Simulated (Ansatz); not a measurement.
An Ansatz (a quantum-chemistry and plane-wave program) run: Al2Cu with a change (Cu on a Al site (antisite), symmetric start); Kohn–Sham DFT with the PBEsol functional, run in Ansatz with PAW and 420 eV plane waves, scalar-relativistic without spin-orbit coupling, earlier PAW set.

Input:

Ansatz 0.2 input:
```yaml
crystal:
  lattice:
    - [-6.002037586, 0, 4.814456895]
    - [0, -6.002037586, 4.814456895]
    - [6.002037586, 0, 4.814456895]
  atoms:
    - { symbol: Cu, position: [0.25, 0.3410693852, 0.4089306148] }
    - { symbol: Al, position: [1, 0.8410693852, 0.6589306148] }
    - { symbol: Al, position: [0.75, 0.3410693852, 0.9089306148] }
    - { symbol: Al, position: [0.5, 0.8410693852, 0.1589306148] }
    - { symbol: Al, position: [0.3410693852, 0.6589306148, 0.5] }
    - { symbol: Al, position: [0.0910693852, 0.1589306148, 0.75] }
    - { symbol: Al, position: [0.8410693852, 0.6589306148, 1] }
    - { symbol: Al, position: [0.5910693852, 0.1589306148, 0.25] }
    - { symbol: Al, position: [0.9089306148, 0.8410693852, 0.25] }
    - { symbol: Al, position: [0.6589306148, 0.3410693852, 0.5] }
    - { symbol: Al, position: [0.4089306148, 0.8410693852, 0.75] }
    - { symbol: Al, position: [0.1589306148, 0.3410693852, 1] }
    - { symbol: Al, position: [1, 0.1589306148, 0.3410693852] }
    - { symbol: Al, position: [0.75, 0.6589306148, 0.5910693852] }
    - { symbol: Al, position: [0.5, 0.1589306148, 0.8410693852] }
    - { symbol: Al, position: [0.25, 0.6589306148, 0.0910693852] }
    - { symbol: Cu, position: [0.125, 0, 0.125] }
    - { symbol: Cu, position: [0.875, 0.5, 0.375] }
    - { symbol: Cu, position: [0.625, 0, 0.625] }
    - { symbol: Cu, position: [0.375, 0.5, 0.875] }
    - { symbol: Cu, position: [0.375, 0, 0.375] }
    - { symbol: Cu, position: [0.125, 0.5, 0.625] }
    - { symbol: Cu, position: [0.875, 0, 0.875] }
    - { symbol: Cu, position: [0.625, 0.5, 0.125] }
basis: { ecutwfc: 420, ecutrho_ratio: 4, xc_grid: 2, fft_grid_basis: typed }
kpoints: { mp_grid: { grid: [6, 6, 6] } }
hamiltonian:
  xc: pbesol
  dispersion: none
  pseudopotentials: { azcp: { folder: ./paw }, kind: paw }
scf: { occupations: { method: fermi_dirac, width: 0.05 }, convergence: { dr2_threshold: 0.0000000024 } }
relax: { f_tol: 0.02, max_steps: 45 }
output: { forces: true, stress: true }
checkpoint: { write: state.ck, write_every: 1000 }
```

Output (explanatory and most iteration lines left out):

```
Relaxation: its limit of steps is 45 (relax.max_steps)
Pseudopotential: Cu, paw, valence charge 19
Pseudopotential: Al, paw, valence charge 3
Crystal: 24 atoms, lattice volume = 346.876 Å³
Basis set: ecut = 420 eV, 6757 PW (Γ), exchange–correlation on 108×108×108 points (8 copies of the dense FFT grid, shifted against one another)
Bands: 132, of which v1, the nominal top of the filled ones, is band 108 counted from 1 (107 counted from 0)
Symmetry: 4 space group operations
Space group: Imm2 (ITA 44), of the structure as read, at distance tolerance 7.0e-5 Å
k-points: 46 of 216 (time reversal used)
Functional: x = pbesol(κ = 0.804, μ = 0.12345679012345678), c = pbesol(β = 0.046)
SCF iter   1: F=—  HF=-67204.190096 eV  |F-HF|=—  |Δ(HF+E_count)|=         —  Δρ=3.86e-1  dr2=4.02e2  ethr=3.10e-3  ⟨swp⟩=6.4  Hψ=24059  notcnv=0  defer=109
SCF iter   2: F=—  HF=-67177.411561 eV  |F-HF|=—  |Δ(HF+E_count)|=    2.68e1  Δρ=1.28e-1  dr2=5.86e1  ethr=3.10e-3  ⟨swp⟩=3.1  Hψ=13260  notcnv=0  defer=503
SCF 1 converged in 16 iterations: F = -67170.858638 eV  dr2 = 2.39e-10
relax step   1: F+E_penalty+E_count = -67170.85863767 eV  Δ(F+E_penalty+E_count) = +0.000e0 eV  max|allowed force component| = 2.562e-1 eV/Å  Δτ_max = 0.0000 Å  (16 SCF iters, accepted)
Crystal: 24 atoms, lattice volume = 346.876 Å³
SCF iter   1: F=—  HF=-67170.919390 eV  |F-HF|=—  |Δ(HF+E_count)|=         —  Δρ=2.38e-3  dr2=3.55e-2  ethr=1.63e-5  ⟨swp⟩=1.9  Hψ=16544  notcnv=0  defer=594
SCF iter   2: F=—  HF=-67170.913514 eV  |F-HF|=—  |Δ(HF+E_count)|=   5.88e-3  Δρ=1.31e-3  dr2=1.57e-2  ethr=1.63e-5  ⟨swp⟩=1.0  Hψ=5479  notcnv=0  defer=594
SCF 2 converged in 10 iterations: F = -67170.909880 eV  dr2 = 9.74e-10
relax step   2: F+E_penalty+E_count = -67170.90988049 eV  Δ(F+E_penalty+E_count) = -5.124e-2 eV  max|allowed force component| = 1.437e-1 eV/Å  Δτ_max = 0.0515 Å  (10 SCF iters, accepted)
Crystal: 24 atoms, lattice volume = 346.876 Å³
SCF iter   1: F=—  HF=-67170.951076 eV  |F-HF|=—  |Δ(HF+E_count)|=         —  Δρ=3.93e-3  dr2=5.31e-2  ethr=3.49e-4  ⟨swp⟩=4.3  Hψ=12812  notcnv=0  defer=592
SCF iter   2: F=—  HF=-67170.938905 eV  |F-HF|=—  |Δ(HF+E_count)|=   1.22e-2  Δρ=2.10e-3  dr2=2.11e-2  ethr=2.46e-5  ⟨swp⟩=1.0  Hψ=6992  notcnv=0  defer=592
SCF 3 converged in 11 iterations: F = -67170.933077 eV  dr2 = 1.54e-9
relax step   3: F+E_penalty+E_count = -67170.93307745 eV  Δ(F+E_penalty+E_count) = -2.320e-2 eV  max|allowed force component| = 2.111e-2 eV/Å  Δτ_max = 0.0742 Å  (11 SCF iters, accepted)
Crystal: 24 atoms, lattice volume = 346.876 Å³
SCF iter   1: F=—  HF=-67170.933606 eV  |F-HF|=—  |Δ(HF+E_count)|=         —  Δρ=2.77e-4  dr2=3.98e-4  ethr=1.37e-6  ⟨swp⟩=2.5  Hψ=11228  notcnv=0  defer=596
SCF iter   2: F=—  HF=-67170.933536 eV  |F-HF|=—  |Δ(HF+E_count)|=   6.97e-5  Δρ=1.54e-4  dr2=1.86e-4  ethr=1.84e-7  ⟨swp⟩=1.0  Hψ=6992  notcnv=0  defer=596
SCF 4 converged in 7 iterations: F = -67170.933443 eV  dr2 = 1.46e-9
relax step   4: F+E_penalty+E_count = -67170.93344313 eV  Δ(F+E_penalty+E_count) = -3.657e-4 eV  max|allowed force component| = 5.221e-3 eV/Å  Δτ_max = 0.0075 Å  (7 SCF iters, accepted)
SCF converged after 7 iterations
Free energy (F): -67170.933443 eV
Internal energy: -67170.862397 eV  (E = F + TS)
E sigma→0 (E₀):  -67170.897920 eV
Entropy (-TS):   -0.071046 eV (-2.960 meV/atom)
Fermi energy:    10.700626 eV
[...]
  atom  21  Cu    -0.00208866     0.00281875    -0.00522104
  atom  22  Cu     0.00281875    -0.00208866     0.00522104
  atom  23  Cu     0.00154174    -0.00120858     0.00074655
  atom  24  Cu    -0.00120858     0.00154174    -0.00074655
--- Stress (GPa, compression-positive) ---
       -0.889933      -0.531943       0.000000
       -0.531943      -0.889933      -0.000000
        0.000000      -0.000000      -2.538616
  P = ⅓ Tr σ = -1.4395 GPa (-14.395 kbar)
--- Relaxed structure (4 steps of the walk, 4 accepted, 0 SCFs on fresh bases) ---
  atoms:
    - { symbol: Cu, position: [0.24999999999999994, 0.3383389515827109, 0.41166104841728907] }
    - { symbol: Al, position: [1.0016265292240405, 0.8460238371824839, 0.655602692041557] }
    - { symbol: Al, position: [0.75, 0.33470387654371725, 0.9152961234562828] }
    - { symbol: Al, position: [0.49837347077595884, 0.8460238371824839, 0.1523496335934752] }
    - { symbol: Al, position: [0.3389066502743856, 0.6562632046904959, 0.4995555546689596] }
    - { symbol: Al, position: [0.09015035737509741, 0.16296984919055743, 0.7468797934343452] }
    - { symbol: Al, position: [0.8441812406405446, 0.6562632046904959, 1.0048301450351187] }
    - { symbol: Al, position: [0.590571442525279, 0.1596386825784202, 0.24978987489630067] }
    - { symbol: Al, position: [0.9094285574747208, 0.8407815676289783, 0.24978987489630067] }
    - { symbol: Al, position: [0.6558187593594555, 0.3393510956054259, 0.4995555546689596] }
    - { symbol: Al, position: [0.4098496426249024, 0.8432705639407522, 0.7468797934343452] }
    - { symbol: Al, position: [0.1610933497256143, 0.3393510956054259, 1.0048301450351182] }
    - { symbol: Al, position: [1.0096810999082508, 0.16832342944971965, 0.3413576704585312] }
    - { symbol: Al, position: [0.7499999999999999, 0.6545467204953491, 0.5954532795046508] }
    - { symbol: Al, position: [0.49031890009174905, 0.16832342944971965, 0.8219954706420294] }
    - { symbol: Al, position: [0.25, 0.6459669267398875, 0.10403307326011246] }
    - { symbol: Cu, position: [0.12635395298230487, -0.0016584044213366423, 0.1252342009793949] }
    - { symbol: Cu, position: [0.870257044405893, 0.5052451673351083, 0.3750336956008864] }
    - { symbol: Cu, position: [0.6297429555941069, -0.004776651194993426, 0.6244977882589986] }
    - { symbol: Cu, position: [0.373646047017695, 0.5011197520029099, 0.8753044514390316] }
    - { symbol: Cu, position: [0.38027886293599467, -0.004776651194993424, 0.37503369560088645] }
    - { symbol: Cu, position: [0.11972113706400522, 0.5052451673351083, 0.6244977882589986] }
    - { symbol: Cu, position: [0.8764242034419416, -0.0016584044213366423, 0.8753044514390317] }
    - { symbol: Cu, position: [0.6235757965580582, 0.5011197520029099, 0.12523420097939486] }
```

The cell is small, so the values are those of an ordered compound at a high defect concentration; dilute-limit values will differ. The defect started on the symmetric site and kept its symmetry, so it may sit on a saddle. The final runs are not spin-polarised. The cell was made from Al2Cu (space group I4/mcm, No. 140) by this change: Cu on a Al site (antisite). The defect cell is not spin-polarised.
